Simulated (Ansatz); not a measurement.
**Effect of pressure 60 GPa on BN**

The reference is BN in the zinc blende structure (space group F-43m, No. 216; a = 3.624 Å).

Modification: a hydrostatic pressure of 60 GPa.

Computed with plane-wave PAW DFT at the PBE level (Ansatz, a first-principles code, 420 eV), spin-orbit coupling left out, earlier PAW set. Settings: 16×16×16 k-points, 0.05 eV Fermi–Dirac smearing.

The volume per atom decreases by 0.71 Å³, from 5.95 Å³ to 5.24 Å³ and the density increases by 0.473 g/cm³ (3.46 g/cm³ → 3.94 g/cm³). The lattice parameter a shrinks by 0.151 Å, from 3.624 Å to 3.473 Å and the shortest interatomic distance decreases by 0.0655 Å, from 1.569 Å to 1.504 Å. The enthalpy H = E + PV relative to the base's energy comes out as +2.08 eV/atom and the band gap grows by 0.13 eV, from 4.46 eV to 4.59 eV. The gap character is still indirect, Γ → X and the smallest direct gap grows by 0.61 eV (8.79 eV → 9.40 eV). The width of the top valence band goes up by 0.95 eV (6.45 eV → 7.40 eV) and the electron mass goes from 0.91 mₑ along k, 0.30 mₑ across (at X) to 0.87 mₑ along k, 0.29 mₑ across (at X).

Final structure:

```yaml
crystal:
  lattice:
    - [0.00000, 1.73636, 1.73636]
    - [1.73636, 0.00000, 1.73636]
    - [1.73636, 1.73636, 0.00000]
  atoms:
    - { symbol: N, position: [0.75000, 0.75000, 0.75000] }
    - { symbol: B, position: [0.00000, 0.00000, 0.00000] }
```

Load acts through the strain it causes; cell and atoms are relaxed under it. Effective masses come from finite differences of ±0.01 Å⁻¹. Along k means along the line from Γ to the band edge. Stability against distortions was not tested. No other phases were tried under pressure.
